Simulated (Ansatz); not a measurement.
Worked example: self-consistent single point of MoRu3 (P3m1, 8 atoms in the cell) in Ansatz (a program for electronic structure).

Method of the run: PBEsol, default PAW files made with PBE (plane waves; Ansatz).

```xyz
8
Lattice="5.4478 0.0000 0.0000 -2.7239 4.7179 0.0000 0.0000 0.0000 4.3285" Properties=species:S:1:pos:R:3 pbc="T T T"
Mo     2.7239     1.5726     1.1321
Mo     0.0000     3.1453     3.2464
Ru     4.0903     0.7837     3.2464
Ru    -1.3664     3.9342     1.0821
Ru     1.3664     3.9342     1.0821
Ru     1.3575     0.7837     3.2464
Ru     2.7239     3.1504     3.2464
Ru     0.0000     1.5675     1.0821
```

Reference input (self-consistent single point, DFT, PBEsol, plane waves, default PAW files made with PBE): basis.ecutwfc = 420 eV; kpoints.mp_grid.grid = 4 4 5; hamiltonian.xc = pbesol; hamiltonian.pseudopotentials = {kind: paw} (the program's default PAW files); scf.occupations.method = fermi_dirac; scf.occupations.width = 0.1 eV. This run's input differs from it in these lines:

Ansatz 0.2 input:
```diff
@@ -18,3 +18,3 @@
 kpoints:
-  mp_grid: { grid: [4, 4, 5] }
+  mp_grid: { grid: [8, 8, 8] }
 hamiltonian:
@@ -23,3 +23,3 @@
 scf:
-  occupations: { method: fermi_dirac, width: 0.1 }
+  occupations: { method: fermi_dirac, width: 0.02 }
 output:
```

Output (repeated stretches shortened):

```
SCF iter   1: F=—  HF=-44694.428737 eV  |F-HF|=—  |Δ(HF+E_count)|=         —  Δρ=1.54e-2  dr2=3.70e-1  ethr=1.77e-3  ⟨swp⟩=5.0  Hψ=14936  notcnv=0  defer=15
all-band conjugate gradients solve this SCF's bands
preconditioner: auto → Kerker (q_TF=auto, 2.778 Å⁻¹)
SCF iter   2: F=—  HF=-44694.402081 eV  |F-HF|=—  |Δ(HF+E_count)|=   2.67e-2  Δρ=7.24e-3  dr2=8.68e-2  ethr=2.98e-4  ⟨swp⟩=2.0  Hψ=6119  notcnv=0  defer=314
   [... lines left out ...]
SCF iter   4: F=—  HF=-44694.394673 eV  |F-HF|=—  |Δ(HF+E_count)|=   1.36e-4  Δρ=1.40e-4  dr2=2.69e-5  ethr=8.80e-7  ⟨swp⟩=2.0  Hψ=8429  notcnv=0  defer=326
SCF iter   5: F=—  HF=-44694.394601 eV  |F-HF|=—  |Δ(HF+E_count)|=   7.25e-5  Δρ=5.50e-5  dr2=4.78e-6  ethr=2.17e-8  ⟨swp⟩=2.1  Hψ=7673  notcnv=0  defer=326
SCF iter   6: F=—  HF=-44694.394600 eV  |F-HF|=—  |Δ(HF+E_count)|=   4.89e-7  Δρ=1.15e-5  dr2=1.35e-7  ethr=3.85e-9  ⟨swp⟩=2.0  Hψ=6265  notcnv=0  defer=326
SCF iter   7: F=-44694.394600 eV  HF=-44694.394600 eV  |F-HF|=3.97e-9  |Δ(HF+E_count)|=   2.45e-9  Δρ=2.42e-6  dr2=6.95e-9  ethr=8.06e-11  ⟨swp⟩=8.1  Hψ=16503  notcnv=0
SCF 1 converged in 7 iterations: F = -44694.394600 eV  dr2 = 6.95e-9
Free energy (F): -44694.394600 eV
Internal energy: -44694.384441 eV  (E = F + TS)
E sigma→0 (E₀):  -44694.389521 eV
Entropy (-TS):   -0.010159 eV (-1.270 meV/atom)
Fermi energy:    22.745784 eV
--- Forces (eV/Å), atoms counted from 1 ---
  atom   1  Mo    -0.00000000     0.00000000    -0.44621776
  atom   2  Mo    -0.00000000     0.00000000    -0.12725127
  atom   3  Ru    -0.03580106     0.02066975     0.10956285
  atom   4  Ru     0.04992600    -0.02882479     0.08159435
  atom   5  Ru    -0.04992600    -0.02882479     0.08159435
  atom   6  Ru     0.03580105     0.02066975     0.10956285
  atom   7  Ru     0.00000000    -0.04133950     0.10956285
  atom   8  Ru    -0.00000000     0.05764958     0.08159435
--- Stress (GPa, compression-positive) ---
       -2.670531       0.000000      -0.000000
        0.000000      -2.670531       0.000000
       -0.000000       0.000000      -3.333868
  P = ⅓ Tr σ = -2.8916 GPa (-28.916 kbar)
  The stress holds the Pulay correction. Without it, at fixed plane waves, as pw.x and ABINIT print it: P = -2.9307 GPa
```

The run converged in 7 iterations. Against the reference run the free energy rises by 8.5 meV/atom, the pressure goes from -2.69 to -2.89 GPa and the largest force goes from 0.364 to 0.446 eV/Å.

The starting cell comes from a database of computed structures (which also holds hypothetical and non-ambient phases and stackings), without a prior relaxation at this level. Its lattice was rescaled by up to half a per cent. One atom was moved a little off its site on purpose. Spin polarisation is off. Ansatz's pressure includes its estimate of the finite-basis (Pulay) stress.

Cost on one core of a shared machine: roughly 40 s.
